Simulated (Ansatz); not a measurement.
## Lattice parameter c of TaGe (model structure, started from the TiAs type, P6₃/mmc, No. 194, 8 atoms in the cell) at several levels of theory

No measured value is used here.

```
level (code)         value (Å)
-------------------  ---------
PBE (Ansatz)            12.268
PBEsol (Ansatz)         12.176
PBE-D3(BJ) (Ansatz)     12.202
```

Density-functional levels without +SOC have no spin–orbit coupling. Ansatz's density-functional and Hartree–Fock values are scalar-relativistic unless marked +SOC, with PAW data made under PBE.

A model structure was made by putting elements into a prototype or built by hand; it is no filed structure, need not be a known phase, and can be a saddle point held by its symmetry.

Ansatz is a program for electronic structure.
